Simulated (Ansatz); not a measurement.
SiO2 (P3_221), Ansatz (an electronic-structure program) with PBEsol, rigid bands: N_v = 1.04e21 cm⁻³ at 300 K and a hole conductivity mass of 9.54 mₑ along x (a = (4.95, 0.00, 0.00) Å; b = (-2.47, 4.29, 0.00) Å; c = (0.00, 0.00, 5.44) Å).

**Question.** For 1e17 holes per cm³ at 300 K, place the Fermi level, estimate the Seebeck coefficient of a parabolic band with constant τ, and give mobility and conductivity for τ = 20 fs.

**Answer.** The level lies k_BT ln(N_v/p) = 0.239 eV above the valence-band maximum. S ≈ +(k_B/e)[ln(N_v/p) + 5/2] = 1012 μV/K, against 1015 μV/K from the full bands (mean over directions). μ = eτ/m = 3.69 cm²/(V·s) and σ = peμ = 0.0591 S/cm. τ is assumed, not computed.

Band transport and this doping are assumed; polarons and phonon drag are left out. Spin-orbit coupling is left out; where it splits the top of the valence band, N_v and the p-type Seebeck coefficient come out somewhat high without it.
